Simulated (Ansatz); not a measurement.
Start from CaSnSe3 in the cubic perovskite structure (space group Pm-3m, No. 221; a hypothetical phase, not in the database extracts checked).

```yaml
crystal:
  lattice:
    - [5.21174, 0.00000, 0.00000]
    - [0.00000, 5.21174, 0.00000]
    - [0.00000, 0.00000, 5.21174]
  atoms:
    - { symbol: Ca, position: [0.00000, 0.00000, 0.00000] }
    - { symbol: Sn, position: [0.50000, 0.50000, 0.50000] }
    - { symbol: Se, position: [0.00000, 0.50000, 0.50000] }
    - { symbol: Se, position: [0.50000, 0.50000, 0.00000] }
    - { symbol: Se, position: [0.50000, 0.00000, 0.50000] }
```

Cartesian axes are those of the cell as printed.

The values are results of Ansatz (a quantum-chemistry and plane-wave program) PBEsol, no spin-orbit coupling, not measurements.

Base values:

| Item | Value |
|---|---|
| Volume per atom | 28.31 Å³ |

It is then changed as follows: uniaxial stress, 3 GPa compression along z, with the cell and atoms free to relax against it.

Q: What does the calculation give for the volume per atom and energy relative to the base after the change?

A: The volume per atom falls by 0.487 Å³ (28.31 Å³ → 27.83 Å³); the energy goes up by 6.8 meV/atom.

Without a gap, meshes like the base's 9×9×9 leave anisotropic stresses uncertain by several tenths of a GPa, and small strain energies with them. Load acts through the strain it causes; cell and atoms are relaxed under it. Beyond what the load breaks, stability against distortions was not tested. The final runs are not spin-polarised. Many cubic perovskites are stable only at high temperature; tilts and polar distortions were not tested.
